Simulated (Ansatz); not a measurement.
## Ge well of 8 atomic layers along [001] in random Si0.2Ge0.8, interfaces one step of a layer

Prepared with Tersoff's 1989 multicomponent potential (SiCGe.tersoff) (LAMMPS): minimisation. Geometry as solved with PBE, support functions at accuracy medium on the grid of 370 eV (Ansatz, a first-principles code).

```xyz
576
Lattice="17.11 0.00 0.00 0.00 17.11 0.00 0.00 0.00 45.85" Properties=species:S:1:pos:R:3 pbc="T T T"
Si     0.03    -0.01    -0.02
Ge     1.39     1.43     1.42
Ge     2.85     2.85    -0.01
Ge     4.30     4.27     1.43
Ge     2.89     0.05     2.86
Si     4.31     1.41     4.30
Si     0.02     2.86     2.86
Si     1.42     4.22     4.25
Ge     0.02     0.01     5.71
Ge     1.43     1.45     7.18
Ge     2.85     2.83     5.66
Ge     4.29     4.25     7.12
Ge     2.89     0.02     8.60
Si     4.31     1.39    10.04
Si    -0.02     2.82     8.59
Ge     1.41     4.23     9.97
Ge    -0.04     0.05    11.42
Ge     1.39     1.46    12.88
Ge     2.87     2.81    11.41
Ge     4.27     4.27    12.86
Ge     2.84     0.01    14.29
Ge     4.26     1.43    15.73
Si     0.01     2.87    14.32
Si     1.39     4.24    15.71
Ge    -0.01     0.01    17.16
Ge     1.42     1.43    18.61
Ge     2.81     2.88    17.14
Ge     4.26     4.28    18.60
Ge     2.84     0.01    20.06
Ge     4.28     1.43    21.51
Ge    -0.01     2.85    20.07
Ge     1.42     4.28    21.52
Ge     0.00     0.00    22.96
Ge     1.43     1.42    24.42
Ge     2.85     2.85    22.97
Ge     4.28     4.27    24.42
Ge     2.85    -0.01    25.88
Ge     4.29     1.42    27.32
Ge     0.00     2.85    25.87
Ge     1.42     4.27    27.31
Ge    -0.03    -0.03    28.78
Ge     1.45     1.39    30.21
Ge     2.85     2.84    28.76
Ge     4.29     4.29    30.18
Si     2.86    -0.01    31.62
Ge     4.27     1.39    33.02
Ge     0.00     2.84    31.62
Ge     1.44     4.29    33.04
Ge     0.00    -0.02    34.47
Ge     1.41     1.45    35.90
Ge     2.87     2.85    34.47
Ge     4.34     4.28    35.88
Ge     2.85     0.00    37.30
Ge     4.32     1.45    38.69
Si     0.00     2.85    37.30
Ge     1.39     4.27    38.69
Ge     0.00    -0.02    40.12
Ge     1.43     1.42    41.56
Ge     2.86     2.86    40.13
Ge     4.26     4.30    41.59
Ge     2.83    -0.03    43.03
Ge     4.31     1.39    44.46
Ge    -0.01     2.87    42.97
Ge     1.45     4.31    44.38
Ge     0.01     5.70    -0.01
Ge     1.42     7.13     1.45
Ge     2.86     8.53     0.01
Ge     4.28     9.98     1.45
Ge     2.82     5.66     2.87
Ge     4.27     7.11     4.28
Ge    -0.01     8.61     2.86
Si     1.43     9.99     4.27
Ge     0.02     5.63     5.68
Ge     1.42     7.11     7.12
Ge     2.83     8.57     5.68
Ge     4.27     9.99     7.12
Ge     2.85     5.68     8.55
Ge     4.28     7.12     9.98
Ge    -0.01     8.54     8.57
Ge     1.43     9.98    10.00
Ge     0.01     5.68    11.44
Ge     1.43     7.12    12.87
Ge     2.86     8.55    11.43
Ge     4.29    10.02    12.83
Ge     2.81     5.66    14.32
Ge     4.26     7.12    15.73
Ge    -0.01     8.54    14.30
Ge     1.42     9.99    15.72
Ge     0.02     5.66    17.15
Ge     1.42     7.12    18.61
Ge     2.84     8.56    17.17
Ge     4.28     9.98    18.62
Ge     2.85     5.70    20.07
Ge     4.28     7.13    21.52
Ge     0.00     8.55    20.05
Ge     1.42     9.97    21.51
Ge     0.00     5.70    22.97
Ge     1.43     7.13    24.42
Ge     2.85     8.55    22.96
Ge     4.28     9.98    24.41
Ge     2.86     5.70    25.87
Ge     4.30     7.12    27.31
Ge     0.00     8.56    25.87
Ge     1.44     9.99    27.31
Ge    -0.01     5.71    28.75
Ge     1.44     7.14    30.18
Ge     2.88     8.56    28.74
Ge     4.33     9.95    30.21
Ge     2.88     5.73    31.62
Ge     4.34     7.16    33.06
Ge    -0.01     8.56    31.61
Ge     1.46     9.97    33.05
Ge     0.00     5.71    34.47
Ge     1.47     7.17    35.86
Si     2.89     8.57    34.44
Ge     4.25    10.00    35.86
Ge     2.88     5.72    37.31
Si     4.22     7.17    38.74
Ge     0.04     8.59    37.34
Si     1.44    10.01    38.77
Ge    -0.02     5.68    40.17
Ge     1.48     7.13    41.55
Si     2.83     8.57    40.10
Ge     4.24     9.95    41.53
Si     2.86     5.72    42.99
Ge     4.28     7.07    44.43
Ge     0.01     8.55    42.96
Ge     1.42     9.97    44.43
Ge    -0.02    11.38     0.03
Ge     1.43    12.83     1.43
Ge     2.83    14.30    -0.02
Ge     4.32    15.72     1.40
Ge     2.86    11.41     2.90
Si     4.29    12.83     4.28
Ge     0.01    14.28     2.85
Ge     1.47    15.69     4.28
Ge     0.02    11.39     5.68
Ge     1.44    12.84     7.13
Ge     2.91    14.24     5.70
Ge     4.33    15.69     7.14
Ge     2.87    11.42     8.57
Ge     4.32    12.85    10.00
Ge     0.01    14.27     8.56
Ge     1.43    15.70    10.02
Ge     0.03    11.43    11.46
Si     1.42    12.85    12.87
Ge     2.84    14.24    11.45
Ge     4.29    15.71    12.83
Ge     2.83    11.44    14.26
Ge     4.28    12.84    15.72
Ge    -0.01    14.22    14.29
Ge     1.42    15.67    15.73
Ge    -0.03    11.44    17.14
Ge     1.41    12.83    18.61
Ge     2.85    14.26    17.18
Ge     4.28    15.68    18.63
Ge     2.85    11.40    20.06
Ge     4.27    12.83    21.52
Ge     0.00    14.26    20.07
Ge     1.43    15.69    21.52
Ge     0.00    11.40    22.96
Ge     1.42    12.83    24.41
Ge     2.85    14.26    22.97
Ge     4.28    15.68    24.43
Ge     2.86    11.41    25.86
Ge     4.28    12.83    27.32
Ge     0.00    14.26    25.87
Ge     1.42    15.67    27.33
Ge     0.02    11.42    28.76
Si     1.43    12.82    30.18
Ge     2.84    14.23    28.79
Ge     4.28    15.68    30.24
Ge     2.86    11.42    31.58
Ge     4.31    12.85    33.01
Ge     0.01    14.26    31.55
Ge     1.44    15.69    33.01
Ge     0.04    11.44    34.49
Si     1.41    12.85    35.92
Ge     2.83    14.23    34.47
Ge     4.28    15.66    35.88
Ge     2.82    11.43    37.33
Si     4.29    12.82    38.69
Si     0.00    14.20    37.29
Ge     1.41    15.63    38.68
Si     0.00    11.41    40.09
Ge     1.40    12.81    41.53
Ge     2.87    14.21    40.10
Ge     4.26    15.68    41.55
Ge     2.84    11.40    42.98
Ge     4.27    12.85    44.41
Ge     0.02    14.27    43.01
Si     1.40    15.71    44.44
Si     5.76     0.03     0.02
Si     7.12     1.41     1.42
Ge     8.56     2.82     0.03
Si     9.96     4.26     1.42
Ge     8.52     0.01     2.83
Ge     9.96     1.42     4.28
Ge     5.73     2.81     2.88
Si     7.13     4.26     4.26
Si     5.67     0.02     5.69
Ge     7.09     1.40     7.10
Ge     8.52     2.87     5.69
Ge     9.98     4.27     7.14
Ge     8.56    -0.03     8.53
Ge     9.99     1.42     9.97
Ge     5.68     2.80     8.59
Ge     7.12     4.27     9.99
Si     5.69     0.01    11.40
Ge     7.11     1.39    12.83
Ge     8.56     2.84    11.42
Ge    10.00     4.26    12.87
Ge     8.57     0.03    14.31
Si     9.99     1.43    15.72
Ge     5.71     2.84    14.29
Ge     7.15     4.27    15.73
Ge     5.69     0.00    17.18
Ge     7.14     1.42    18.61
Ge     8.59     2.82    17.15
Ge     9.99     4.28    18.59
Ge     8.56     0.00    20.06
Ge     9.98     1.43    21.51
Ge     5.70     2.85    20.05
Ge     7.13     4.27    21.51
Ge     5.70     0.00    22.97
Ge     7.13     1.43    24.42
Ge     8.55     2.85    22.96
Ge     9.98     4.28    24.41
Ge     8.55     0.00    25.88
Ge     9.95     1.45    27.34
Ge     5.71     2.86    25.88
Ge     7.16     4.27    27.35
Ge     5.72    -0.01    28.77
Ge     7.17     1.44    30.17
Si     8.55     2.85    28.75
Ge     9.91     4.28    30.19
Ge     8.59     0.01    31.65
Si     9.97     1.41    33.09
Ge     5.72     2.85    31.61
Ge     7.16     4.29    33.05
Ge     5.73    -0.02    34.46
Ge     7.17     1.44    35.88
Si     8.57     2.82    34.42
Ge     9.97     4.22    35.84
Si     8.58    -0.03    37.24
Ge     9.99     1.33    38.70
Si     5.73     2.84    37.27
Ge     7.09     4.26    38.69
Ge     5.73     0.00    40.13
Ge     7.16     1.41    41.60
Ge     8.56     2.82    40.12
Ge     9.97     4.26    41.57
Si     8.59     0.04    43.02
Si     9.94     1.41    44.43
Ge     5.70     2.85    43.01
Ge     7.11     4.29    44.47
Si     5.69     5.68     0.00
Ge     7.11     7.09     1.39
Ge     8.56     8.55    -0.01
Ge    10.01     9.98     1.44
Ge     8.55     5.65     2.84
Ge     9.95     7.16     4.26
Ge     5.72     8.54     2.86
Ge     7.16     9.97     4.31
Ge     5.74     5.67     5.68
Ge     7.16     7.14     7.10
Si     8.57     8.56     5.71
Ge     9.97     9.95     7.14
Ge     8.56     5.71     8.57
Ge    10.01     7.15     9.99
Ge     5.72     8.56     8.55
Ge     7.12    10.01    10.02
Ge     5.71     5.70    11.44
Ge     7.15     7.14    12.87
Ge     8.58     8.58    11.45
Si     9.98     9.98    12.86
Ge     8.59     5.72    14.32
Si     9.99     7.13    15.73
Ge     5.69     8.56    14.29
Ge     7.15     9.96    15.73
Ge     5.71     5.69    17.17
Ge     7.14     7.12    18.61
Ge     8.59     8.52    17.15
Ge     9.98     9.97    18.62
Ge     8.56     5.69    20.06
Ge     9.98     7.12    21.51
Ge     5.71     8.55    20.06
Ge     7.13     9.97    21.52
Ge     5.71     5.70    22.97
Ge     7.13     7.12    24.42
Ge     8.56     8.55    22.97
Ge     9.99     9.98    24.43
Ge     8.56     5.70    25.88
Ge     9.97     7.13    27.34
Ge     5.71     8.56    25.86
Ge     7.13     9.97    27.32
Ge     5.75     5.74    28.79
Si     7.12     7.14    30.25
Ge     8.52     8.53    28.80
Ge     9.96    10.00    30.20
Si     8.51     5.71    31.58
Ge     9.93     7.10    32.98
Si     5.76     8.56    31.63
Si     7.12     9.98    33.00
Si     5.72     5.69    34.44
Ge     7.09     7.12    35.85
Ge     8.51     8.57    34.41
Ge     9.95     9.99    35.85
Ge     8.54     5.68    37.27
Ge     9.97     7.13    38.70
Ge     5.65     8.54    37.31
Ge     7.11    10.00    38.70
Ge     5.65     5.74    40.11
Ge     7.12     7.13    41.55
Ge     8.56     8.58    40.14
Ge    10.04     9.99    41.57
Ge     8.54     5.70    43.00
Ge    10.01     7.15    44.39
Ge     5.69     8.55    42.99
Ge     7.13     9.99    44.42
Ge     5.69    11.42     0.00
Ge     7.14    12.83     1.43
Ge     8.57    14.24    -0.03
Ge     9.97    15.67     1.43
Ge     8.59    11.42     2.89
Si     9.97    12.85     4.29
Ge     5.68    14.24     2.87
Ge     7.09    15.71     4.31
Ge     5.70    11.45     5.70
Ge     7.13    12.88     7.16
Ge     8.59    14.29     5.71
Si     9.98    15.68     7.14
Ge     8.57    11.43     8.59
Si     9.97    12.84    10.00
Si     5.71    14.28     8.57
Ge     7.09    15.69     9.99
Si     5.70    11.42    11.41
Ge     7.12    12.80    12.83
Ge     8.55    14.24    11.40
Ge     9.97    15.68    12.86
Ge     8.57    11.38    14.27
Ge     9.98    12.83    15.73
Ge     5.72    14.27    14.27
Ge     7.14    15.69    15.73
Ge     5.71    11.40    17.17
Ge     7.13    12.83    18.62
Ge     8.55    14.25    17.18
Ge     9.99    15.69    18.61
Ge     8.56    11.40    20.07
Ge     9.99    12.83    21.51
Ge     5.70    14.26    20.07
Ge     7.13    15.68    21.52
Ge     5.70    11.40    22.96
Ge     7.13    12.82    24.42
Ge     8.56    14.25    22.97
Ge     9.98    15.69    24.42
Ge     8.56    11.41    25.88
Ge     9.95    12.86    27.34
Ge     5.71    14.25    25.88
Ge     7.16    15.65    27.34
Ge     5.72    11.41    28.76
Ge     7.13    12.88    30.20
Si     8.55    14.26    28.77
Ge     9.97    15.64    30.20
Ge     8.54    11.44    31.67
Si     9.95    12.89    33.06
Si     5.72    14.27    31.62
Ge     7.16    15.63    33.05
Ge     5.76    11.41    34.44
Si     7.17    12.86    35.82
Si     8.59    14.26    34.48
Si     9.95    15.70    35.84
Ge     8.53    11.45    37.27
Ge    10.01    12.83    38.73
Ge     5.72    14.20    37.27
Ge     7.16    15.68    38.66
Ge     5.67    11.43    40.13
Ge     7.14    12.85    41.57
Ge     8.58    14.28    40.15
Ge     9.99    15.74    41.59
Ge     8.59    11.42    43.01
Si     9.98    12.84    44.42
Ge     5.72    14.29    43.00
Ge     7.16    15.75    44.43
Ge    11.36     0.02    -0.03
Ge    12.81     1.43     1.41
Ge    14.28     2.83     0.00
Ge    15.72     4.26     1.45
Ge    14.26     0.01     2.84
Ge    15.71     1.46     4.26
Ge    11.38     2.88     2.84
Ge    12.82     4.28     4.29
Ge    11.40     0.00     5.76
Si    12.83     1.42     7.14
Ge    14.23     2.82     5.73
Ge    15.69     4.23     7.17
Ge    14.26     0.06     8.56
Si    15.69     1.45     9.97
Ge    11.46     2.85     8.56
Si    12.85     4.25    10.00
Ge    11.41     0.00    11.44
Ge    12.86     1.41    12.88
Ge    14.28     2.84    11.39
Ge    15.70     4.24    12.89
Si    14.28     0.02    14.29
Ge    15.68     1.45    15.68
Ge    11.43     2.84    14.34
Si    12.81     4.27    15.74
Ge    11.39     0.02    17.14
Ge    12.82     1.44    18.60
Ge    14.23     2.88    17.14
Ge    15.68     4.27    18.60
Ge    14.25     0.00    20.05
Ge    15.67     1.42    21.51
Ge    11.41     2.86    20.06
Ge    12.83     4.28    21.51
Ge    11.40     0.00    22.96
Ge    12.82     1.43    24.42
Ge    14.25     2.85    22.97
Ge    15.68     4.28    24.42
Ge    14.25     0.00    25.86
Ge    15.68     1.42    27.32
Ge    11.39     2.85    25.87
Ge    12.82     4.28    27.30
Ge    11.38    -0.02    28.75
Ge    12.80     1.41    30.18
Ge    14.24     2.85    28.75
Ge    15.66     4.29    30.20
Ge    14.24    -0.05    31.59
Ge    15.66     1.39    33.04
Ge    11.35     2.82    31.64
Ge    12.84     4.28    33.00
Si    11.34     0.01    34.48
Si    12.78     1.36    35.84
Ge    14.21     2.81    34.47
Ge    15.69     4.24    35.90
Ge    14.20     0.00    37.29
Ge    15.68     1.45    38.69
Ge    11.42     2.79    37.27
Ge    12.83     4.26    38.72
Si    11.43    -0.04    40.13
Ge    12.81     1.39    41.55
Ge    14.27     2.87    40.17
Si    15.67     4.28    41.58
Ge    14.25    -0.02    43.00
Ge    15.72     1.39    44.43
Ge    11.37     2.80    43.02
Ge    12.83     4.25    44.42
Ge    11.38     5.68     0.01
Ge    12.80     7.14     1.45
Ge    14.26     8.57     0.02
Si    15.67     9.98     1.43
Ge    14.26     5.70     2.86
Ge    15.69     7.12     4.29
Si    11.39     8.55     2.85
Ge    12.79     9.96     4.24
Ge    11.38     5.73     5.71
Ge    12.80     7.14     7.18
Ge    14.23     8.55     5.71
Ge    15.68     9.98     7.13
Ge    14.23     5.67     8.60
Ge    15.67     7.11    10.02
Si    11.39     8.56     8.56
Ge    12.78     9.96     9.98
Ge    11.44     5.67    11.40
Ge    12.82     7.11    12.87
Ge    14.24     8.56    11.44
Ge    15.68    10.00    12.87
Ge    14.23     5.66    14.32
Ge    15.68     7.10    15.74
Ge    11.36     8.56    14.29
Ge    12.82     9.97    15.73
Ge    11.41     5.71    17.12
Ge    12.82     7.12    18.61
Ge    14.25     8.55    17.17
Ge    15.68     9.99    18.61
Ge    14.26     5.70    20.06
Ge    15.68     7.13    21.51
Ge    11.41     8.55    20.07
Ge    12.83     9.98    21.51
Ge    11.41     5.70    22.97
Ge    12.82     7.13    24.42
Ge    14.25     8.56    22.97
Ge    15.68     9.98    24.42
Ge    14.25     5.71    25.87
Ge    15.66     7.16    27.33
Ge    11.40     8.56    25.89
Ge    12.85     9.96    27.35
Ge    11.40     5.69    28.77
Ge    12.88     7.12    30.18
Si    14.26     8.55    28.75
Ge    15.66     9.97    30.15
Si    14.25     5.70    31.60
Ge    15.65     7.10    33.01
Ge    11.41     8.55    31.60
Ge    12.81    10.00    33.04
Ge    11.38     5.70    34.43
Ge    12.82     7.13    35.87
Ge    14.26     8.57    34.46
Ge    15.70    10.00    35.90
Ge    14.26     5.71    37.30
Ge    15.67     7.16    38.75
Ge    11.40     8.58    37.29
Ge    12.84     9.99    38.76
Ge    11.41     5.71    40.14
Ge    12.84     7.18    41.56
Si    14.25     8.57    40.14
Ge    15.70     9.99    41.49
Ge    14.26     5.69    42.97
Ge    15.68     7.13    44.42
Si    11.43     8.56    42.98
Ge    12.82     9.98    44.40
Ge    11.41    11.45    -0.02
Si    12.82    12.83     1.42
Ge    14.23    14.24     0.03
Ge    15.71    15.71     1.39
Ge    14.23    11.40     2.80
Ge    15.67    12.82     4.26
Ge    11.41    14.21     2.86
Ge    12.83    15.69     4.28
Ge    11.36    11.41     5.68
Ge    12.80    12.83     7.14
Ge    14.25    14.25     5.71
Ge    15.68    15.70     7.13
Ge    14.24    11.41     8.58
Ge    15.68    12.84    10.01
Ge    11.35    14.26     8.57
Ge    12.82    15.70     9.98
Ge    11.35    11.41    11.43
Ge    12.82    12.82    12.86
Ge    14.24    14.27    11.43
Ge    15.66    15.71    12.88
Ge    14.27    11.43    14.32
Si    15.68    12.84    15.72
Ge    11.41    14.27    14.30
Ge    12.87    15.72    15.70
Ge    11.41    11.40    17.18
Ge    12.84    12.84    18.60
Ge    14.28    14.25    17.13
Ge    15.68    15.68    18.61
Ge    14.26    11.41    20.06
Ge    15.68    12.83    21.52
Ge    11.41    14.26    20.06
Ge    12.83    15.68    21.51
Ge    11.41    11.40    22.97
Ge    12.83    12.83    24.43
Ge    14.25    14.25    22.97
Ge    15.68    15.68    24.42
Ge    14.26    11.40    25.88
Ge    15.68    12.84    27.33
Ge    11.39    14.26    25.87
Ge    12.83    15.69    27.31
Ge    11.40    11.42    28.76
Ge    12.79    12.88    30.23
Ge    14.25    14.28    28.78
Si    15.67    15.67    30.18
Ge    14.25    11.41    31.60
Ge    15.70    12.84    33.02
Si    11.34    14.24    31.65
Ge    12.74    15.69    33.04
Ge    11.37    11.46    34.44
Ge    12.82    12.86    35.90
Ge    14.24    14.27    34.44
Ge    15.69    15.64    35.92
Ge    14.28    11.44    37.33
Si    15.74    12.83    38.70
Ge    11.39    14.34    37.29
Si    12.81    15.70    38.73
Si    11.41    11.40    40.14
Ge    12.81    12.82    41.52
Ge    14.26    14.24    40.07
Ge    15.67    15.66    41.55
Ge    14.26    11.40    42.95
Ge    15.67    12.82    44.43
Ge    11.38    14.23    43.00
Ge    12.81    15.67    44.43
```
